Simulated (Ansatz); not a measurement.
Take Pd in the fcc (Cu type) structure (space group Fm-3m, No. 225; a = 3.878 Å; relaxed with 0.1 eV smearing) as the base. Axes: x, y, z lie along the cube axes.

Computed with Ansatz (a program for electronic structure) PBEsol, no SOC.

Strains are applied to the cell and any free atomic positions relax.

One change was made to it. Results:

```tsv
quantity	base	after
pressure (mean of the normal stresses, compression positive)	0.0 GPa	4.3 GPa
energy relative to the base (free energy F)	0 meV/atom	+4.7 meV/atom
```

**Question.** Name the change that was made.
A) uniaxial strain ε_zz = −2.50 %
B) uniaxial strain ε_zz = −2.00 %
C) uniaxial strain ε_zz = +0.50 %

**Answer.** B, uniaxial strain ε_zz = −2.00 %. For comparison, the energy relative to the base in the other runs: uniaxial strain ε_zz = −2.50 % gives +7.4 meV/atom; uniaxial strain ε_zz = +0.50 % gives +0.3 meV/atom.

Whether these cells are dynamically stable was not tested. The final runs are not spin-polarised.
